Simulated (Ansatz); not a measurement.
Take CdS in the zinc blende structure (space group F-43m, No. 216; a = 5.8791 Å) as the base.

Levels (all Ansatz, a quantum-chemistry and plane-wave program, PAW, earlier PAW set): r2SCAN (500 eV, no spin-orbit coupling); HSE06+SOC (420 eV, with spin-orbit coupling).

Its gap is 1.54 eV with r2SCAN and 2.08 eV with HSE06+SOC.

The change: an isotropic linear strain of −2.50 %; the atoms relax in the strained cell.

With r2SCAN the gap becomes 1.71 eV.

Task: If the HSE06+SOC correction stayed the same, what would the HSE06+SOC gap be, and what does the HSE06+SOC run give?

Result: A rigid correction of +0.54 eV gives 2.25 eV. The HSE06+SOC run gives 2.27 eV, so the two effects roughly add.

Single points use the geometry relaxed with r2SCAN. The spin-orbit shifts are approximate. Whether these cells are dynamically stable was not tested.
